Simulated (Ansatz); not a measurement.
Where the default PAW files enter, the runs use the earlier of Ansatz's two default sets.

Here is the system:

```
CELL_PARAMETERS angstrom
      3.18693     0.00000     0.00000
      0.00000     4.50700     0.00000
      1.59347    -2.25350     1.59347
ATOMIC_POSITIONS crystal
  Ga 0.00000 0.00000 0.00000
  N  0.50000 0.75000 0.00000
```

Space group of this cell: F-43m, zinc blende. The cell is taken as given; by r2SCAN its mean pressure is -1.1 GPa.

Transport runs along the normal of the first two printed cell vectors, the (110) plane of the conventional cell.

The gap is the functional's own, uncorrected, and κ follows it; spin-orbit coupling is left out. Mid-gap values are interpolated between the computed energies.

Task: Estimate the band gap and the smallest decay constant κ at mid-gap that Ansatz (a quantum-chemistry and plane-wave program) with r2SCAN returns for this system.

Result: Gap 2.13 eV on a 18×18×18 mesh; κ = 0.148 1/Å, at the zone centre.
